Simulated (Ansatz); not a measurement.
The structure below was relaxed with PBE (Ansatz, a quantum-chemistry and plane-wave program, PAW, spin-orbit coupling left out).

```
CELL_PARAMETERS angstrom
      2.09623     1.21026     6.73860
     -2.09623     1.21026     6.73860
      0.00000    -2.42052     6.73860
ATOMIC_POSITIONS crystal
  Ba 0.00000 0.00000 0.00000
  Ca 0.50000 0.50000 0.50000
  F  0.61572 0.61572 0.61572
  F  0.13295 0.13295 0.13295
  F  0.86705 0.86705 0.86705
  F  0.38428 0.38428 0.38428
```

Problem. Find the space group and the Wyckoff positions.

Solution. Space group R-3m, hexagonal axes (No. 166); a = 4.1925 Å, b = 4.1925 Å, c = 20.2158 Å, α = 90.00°, β = 90.00°, γ = 120.00°

| atom | site | symmetry | x | y | z |
|---|---|---|---|---|---|
| Ba | 3a | -3m | 0.0000 | 0.0000 | 0.0000 |
| Ca | 3b | -3m | 0.0000 | 0.0000 | 0.5000 |
| F | 6c | 3m | 0.0000 | 0.0000 | 0.3843 |
| F | 6c | 3m | 0.0000 | 0.0000 | 0.1330 |

Problem. Describe the coordination.

Solution. The crystal has 18 atoms in its conventional cell. Lattice parameters: a = b = 4.1925 Å, c = 20.2158 Å, α = β = 90.00°, γ = 120.00°. Ba is surrounded by 8 F at 2.631–2.688 Å (cubic). Ca sees 2 F at 2.339 Å and 6 F at 2.515 Å (cubic). F1 sees 1 Ca at 2.339 Å and 3 Ba at 2.631 Å (tetrahedral). F2 is surrounded by 3 Ca at 2.515 Å and 1 Ba at 2.688 Å (tetrahedral). (Neighbours: up to the widest gap in distance over summed covalent radii, below 1.35, at either atom; cation-cation and far metal-metal contacts left out.)

These are small ordered cells, not random alloys; other orderings at the same x differ. Whether these cells are dynamically stable was not tested. The cell was made from BaF2 by this change: x(Ca) = 0.5, 6 atoms, R-3m.
